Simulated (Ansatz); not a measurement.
For P (model structure, started from the C4 type, I4₁32, No. 214, 4 atoms in the cell), PBE-D3(BJ) (PAW; Ansatz, a program for electronic structure) gives:

```
Property                   Value
------------------  ------------
lattice constant a       6.022 Å
cohesive energy     3.12 eV/atom
```

Task: What does r²SCAN in Ansatz (PAW) give for the same quantities?

Result: 
- lattice constant a: 5.994 Å (falls by 0.5 %)
- cohesive energy: 2.76 eV/atom (falls by 0.36 eV/atom)

Changes are worked out from the printed values.

Unless a cell is named, each level is at its own relaxed cell (PBE-D3(BJ) 27.30, r²SCAN 26.92 Å³/atom).

Ansatz's density-functional and Hartree–Fock values are scalar-relativistic unless marked +SOC, with PAW data made under PBE.

A model structure was made by putting elements into a prototype or built by hand; it is no filed structure, need not be a known phase, and can be a saddle point held by its symmetry.
